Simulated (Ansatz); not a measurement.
Results of PBEsol (Ansatz, an electronic-structure program, plane waves, PAW) for Fe3Co (P4/mmm, No. 123, 4 atoms in the cell; start mp-601820).

Run with plane-wave cutoff 520 eV, 14×14×20 k mesh (along the axes of the cell as run), Fermi–Dirac smearing 0.05 eV, spin-polarised start, scalar-relativistic PAW data made under PBE.

Cell (relaxed at this level):

```cif
data_CoFe3
_chemical_formula_sum 'Fe3 Co1'
_space_group_name_H-M_alt 'P 1'
_space_group_IT_number 1
_cell_length_a 3.96689
_cell_length_b 3.96689
_cell_length_c 2.79282
_cell_angle_alpha 90.000
_cell_angle_beta 90.000
_cell_angle_gamma 90.000
loop_
_space_group_symop_operation_xyz
  'x, y, z'
loop_
_atom_site_label
_atom_site_type_symbol
_atom_site_fract_x
_atom_site_fract_y
_atom_site_fract_z
_atom_site_occupancy
Fe1 Fe 0.50000 0.50000 0.00000 1
Fe2 Fe 0.50000 0.00000 0.50000 1
Fe3 Fe 0.00000 0.50000 0.50000 1
Co1 Co 0.00000 0.00000 0.00000 1
```

Task: Predict the bulk modulus.

Result: 
- bulk modulus: 211 GPa

The run finds no gap.

Note: the magnetic order was assumed, not searched for or taken from measurement; the bulk modulus is −V dP/dV from two relaxed cells at ±2 % in volume; the relaxation could not lower the start's symmetry, so the cell can be a saddle point above a distorted one.

A start named mp-… is a Materials Project structure, which need not be a measured phase.
